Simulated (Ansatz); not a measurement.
Start from Mg$_{3}$Sb$_{2}$ (space group P-3m1, No. 164; a = 4.5669 Å, c = 7.2470 Å).

The other end (x = 1) is Mg3Sn2 (space group P-3m1, No. 164; a hypothetical phase, not in the database extracts checked): 25.93 Å³/atom, gap zero; this end may not be an ambient phase.

Level of theory: r2SCAN/PAW in Ansatz (a program for electronic structure), without spin-orbit coupling.

Sn replaces a fraction x of Sb; each row is one arrangement (x, atoms in the cell, starting space group or random), fully relaxed.

One change was made to it. Results:

```json
[
 {"quantity": "band gap", "base": "0.61 eV", "after": "zero"},
 {"quantity": "deviation of the volume from the linear (Vegard-type) interpolation", "base": "–", "after": "+0.5 %"}
]
```

Task: Which change produced these results?
A) x(Sn) = 0.5, 10 atoms, C2/m
B) x(Sn) = 0.25, 10 atoms, P3m1
C) x(Sn) = 0.5, 5 atoms, P3m1

Result: B, x(Sn) = 0.25, 10 atoms, P3m1. For comparison, the deviation of the volume from the linear in the other runs: x(Sn) = 0.5, 5 atoms, P3m1 gives +0.9 %; x(Sn) = 0.5, 10 atoms, C2/m gives -0.6 %.

Each cell is one ordered arrangement of few atoms, which overstates ordering effects compared with a random alloy. With Sb present, leaving out spin-orbit coupling can change the band edges. Whether these cells are dynamically stable was not tested. All final runs are without spin polarisation. An odd electron count without spin: Mg6SnSb3 and Mg3SnSb.
